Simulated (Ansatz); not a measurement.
F on the 1x1 (110) surface of bcc Ta, one in a 1x1 cell, energies for each (7.8 Å²). Energies are against ½ F2(g), without zero-point or thermal terms; each row is named by its start.

The numbers are results of PBE (plane waves to 420 eV, PAW; Ansatz, an electronic-structure program), not measurements.

Q: Which site binds most strongly?
A. bridge Ta-Ta (span 3.3 Å)
B. top Ta
C. hollow Ta-Ta-Ta
D. bridge Ta-Ta (span 2.9 Å)

A: C, hollow Ta-Ta-Ta. Adsorption energies: hollow Ta-Ta-Ta -4.52 eV; bridge Ta-Ta (span 2.9 Å) -4.37 eV; bridge Ta-Ta (span 3.3 Å) -4.15 eV; top Ta -4.01 eV.
